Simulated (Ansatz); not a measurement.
Base system: Au in the fcc (Cu type) structure (space group Fm-3m, No. 225; relaxed with 0.1 eV smearing).

```yaml
crystal:
  lattice:
    - [0.00000, 2.04148, 2.04148]
    - [2.04148, 0.00000, 2.04148]
    - [2.04148, 2.04148, 0.00000]
  atoms:
    - { symbol: Au, position: [0.00000, 0.00000, 0.00000] }
```

Cartesian axes are those of the cell as printed.

Level of theory: Kohn–Sham DFT with the PBEsol functional, run in Ansatz (a program for electronic structure) with PAW and 420 eV plane waves, no spin-orbit coupling.

Before the change:

The shortest interatomic distance is 2.887 Å.

Modification: tensor shear ε_xy = +0.86 % (engineering shear γ = 0.0172), atoms relaxed at fixed cell.

Q: Predict the new energy relative to the base.

A: The energy increases by 0.6 meV/atom.

Q: How does this affect the shortest interatomic distance?

A: The shortest interatomic distance shrinks by 0.025 Å to 2.862 Å.

Q: Predict the new stress.

A: The stress (xx, yy, zz, yz, xz, xy; compression positive) comes out as (0.1, 0.1, 0.0, 0.0, 0.0, -0.7) GPa.

The cells carry an imposed strain or load. No phonon test of stability was made.
